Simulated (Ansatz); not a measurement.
A computed series for Se: response to strain

Start from Se (space group P3_121, No. 152; a = 4.529 Å, c = 5.042 Å; made of chains).

Strains are applied to the cell and any free atomic positions relax.

Computed with PBE (Ansatz, a first-principles code; PAW; 420 eV plane waves; spin-orbit coupling left out), earlier PAW set.

Notes on the quantities. energy relative to the base: free energy F.

| isotropic strain (%) | energy relative to the base (meV/atom) |
|---|---|
| -1.55 | 2.9 |
| -0.33 | ? |
| 0 | 0.0 |
| 2.86 | 8.8 |
| 4.95 | 24.9 |

Q: Fit ΔE = Aε² + Bε³ (ε in %) to the rows shown and predict the withheld row.

A: Least squares on the printed values gives A = 1.16 and B = -0.029 meV/atom (largest residual 0.0 meV/atom); this predicts 0.1 meV/atom, and the run gives 0.1 meV/atom, in agreement.

No phonon test of stability was made. No dispersion term is included, though the crystal is made of layers, chains or molecules, so its spacings can come out too wide.
